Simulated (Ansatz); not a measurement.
The parent structure is WSi$_{2}$ (space group I4/mmm, No. 139; a = 3.203 Å, c = 7.816 Å).

Structures relaxed with Ansatz (a quantum-chemistry and plane-wave program) PBEsol, no SOC.

Base:

Simulated powder pattern, Cu Kα1, λ = 1.54056 Å (kinematic, ideal powder, no thermal factors, no anomalous dispersion; the 8 strongest lines at most, above 2 %, up to 2θ = 90°):

| 2θ (°) | I/Imax (%) | hkl |
|---|---|---|
| 22.74 | 50 | (002) |
| 30.13 | 100 | (101) |
| 39.77 | 59 | (110) |
| 44.81 | 84 | (103) |
| 46.30 | 33 | (112) |
| 57.51 | 20 | (200) |
| 66.29 | 23 | (211) |
| 75.72 | 37 | (213) |

One thing is altered: cell and atoms relaxed at a pressure of 15 GPa.

Problem. Predict the new powder pattern.

Solution. 
Simulated powder pattern, Cu Kα1, λ = 1.54056 Å (kinematic, ideal powder, no thermal factors, no anomalous dispersion; the 8 strongest lines at most, above 2 %, up to 2θ = 90°):

```tsv
2θ (°)	I/Imax (%)	hkl
23.11	50	(002)
30.75	100	(101)
40.63	58	(110)
45.67	83	(103)
47.26	32	(112)
58.81	20	(200)
67.84	23	(211)
77.49	36	(213)
```

The indices refer to the base's conventional cell; one index is shown for lines that coincide.

Load acts through the strain it causes; cell and atoms are relaxed under it. Whether these cells are dynamically stable was not tested. Competing high-pressure phases were not computed. The final runs are not spin-polarised.
